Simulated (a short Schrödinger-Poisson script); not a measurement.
Stack: MOS inversion layer, SiO2 on p-type Si(110), at 300 K.

From the gate side: 1.3 nm SiO2; 1600 nm Si, acceptors 7.3e16 cm⁻³.

Constants are typed, rounded textbook-type inputs, not results; the design itself was drawn at random and stands for no fabricated device. SiO2: permittivity 3.9, conduction-band edge (eV) 3.15, gap (eV) 9, electron mass (mₑ) 0.5. Si: permittivity 11.7, conduction-band edge (eV) 0, gap (eV) 1.124, Nv at 300 K (cm⁻³) 3.1e19.

Channel valleys (confinement mass, in-plane density-of-states mass, number): Δ4 0.315, 0.324, 4; Δ2 0.19, 0.417, 2. At the gate the conduction-band edge of layer 1 lies 3.42 eV − eVg above the Fermi level of the channel; the field vanishes at the back. Gaps are held at their typed values at every temperature. Mesh 0.03 nm at interfaces.

Solved with a short Schrödinger-Poisson script written for these runs: 1D Poisson equation in equilibrium, electrons quantum, Hartree (BenDaniel-Duke, 12 states a valley, the channel's in-plane mass for all, wave functions free to enter the dielectric), parabolic valleys, classical holes, full ionisation, no traps, pinning or gate leakage.

| Vg (V) | electrons (cm⁻²) | C (μF/cm²) | Δ4 E0 (meV from the Fermi level) | Δ2 E0 (meV from the Fermi level) |
|---|---|---|---|---|
| 0.15 | 3.02e9 | 0.102 | 232.4 | 241.9 |
| 0.2 | 1.76e10 | 0.175 | 186.5 | 196.3 |
| 0.25 | 8.54e10 | 0.447 | 145.3 | 155.3 |
| 0.3 | 2.74e11 | 0.864 | 114.5 | 125.1 |
| 0.35 | 5.88e11 | 1.18 | 94.0 | 105.4 |
| 0.4 | 9.84e11 | 1.38 | 79.9 | 92.1 |
| 0.45 | 1.43e12 | 1.51 | 69.4 | 82.4 |
| 0.5 | 1.92e12 | 1.61 | 61.0 | 74.9 |
| 0.55 | 2.43e12 | 1.68 | 54.2 | 68.9 |
| 0.6 | 2.96e12 | 1.74 | 48.3 | 63.8 |
| 0.65 | 3.51e12 | 1.79 | 43.2 | 59.4 |
| 0.7 | 4.08e12 | 1.83 | 38.7 | 55.6 |
| 0.75 | 4.65e12 | 1.86 | 34.6 | 52.2 |
| 0.8 | 5.24e12 | 1.89 | 30.9 | 49.1 |
| 0.85 | 5.84e12 | 1.92 | 27.4 | 46.4 |
| 0.9 | 6.44e12 | 1.94 | 24.3 | 43.8 |
| 0.95 | 7.05e12 | 1.97 | 21.3 | 41.4 |
| 1 | 7.67e12 | 1.99 | 18.5 | 39.2 |
| 1.05 | 8.29e12 | 2.00 | 15.9 | 37.1 |

Gate voltages with under 1e9 electrons/cm² are left out.

Q: At Vg = 1.05 V the lowest Δ4 subband lies at 15.9 meV from the Fermi level. How many electrons does it hold, and what share of all?

A: The two-dimensional density of states is g m/(πħ²) = 5.41e11 cm⁻² meV⁻¹ (both spins), kT = 25.9 meV, so n = D kT ln(1 + exp(−E/kT)) = 6.05e12 cm⁻², 0.73 of the 8.29e12 cm⁻² in all.

Q: Compare the slope of the sheet density between 0.95 and 1.05 V with the geometric capacitance of the layers between gate and channel.

A: q Δn/ΔV = 1.99 μF/cm²; ε0/Σ(t/ε) = 2.66 μF/cm². The ratio is 0.75: the channel acts as a further capacitance in series.
